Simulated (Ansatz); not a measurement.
The parent structure is ZnS in the wurtzite structure (space group P6_3mc, No. 186).

```
CELL_PARAMETERS angstrom
      3.73826     0.00000     0.00000
     -1.86913     3.23743     0.00000
      0.00000     0.00000     6.14288
ATOMIC_POSITIONS crystal
  Zn 0.33333 0.66667 0.00059
  Zn 0.66667 0.33333 0.50059
  S  0.33333 0.66667 0.37441
  S  0.66667 0.33333 0.87441
```

Cartesian axes are those of the cell as printed.

Computed with LDA, PAW, 420 eV (Ansatz, a first-principles code; spin-orbit coupling left out).

Base values:

| Item | Value |
|---|---|
| Width of the top valence band | 2.37 eV |
| Valence-band top at Γ | 0.00, 0.00, -0.10 eV |
| Pressure | 0.0 kbar |
| Band gap | 2.19 eV |

One thing is altered: biaxial strain −1.80 %, plane normal [001], relaxed out of plane (Cartesian); in-plane vectors clamped, the third vector and the atoms free.

Question: Estimate the effect on the width of the top valence band.

Answer: The width of the top valence band rises by 0.15 eV to 2.52 eV.

Question: What does the calculation give for the valence-band top at Γ after the change?

Answer: The valence-band top at Γ (three highest levels, from the VBM) goes from 0.00, 0.00, -0.10 eV to 0.00, 0.00, -0.29 eV.

Question: What does the calculation give for the pressure after the change?

Answer: The pressure (mean of the normal stresses, compression positive) goes from zero to 21.5 kbar.

Question: Estimate the effect on the band gap.

Answer: The band gap is nearly the same (2.19 eV against 2.18 eV).

No phonon test of stability was made.
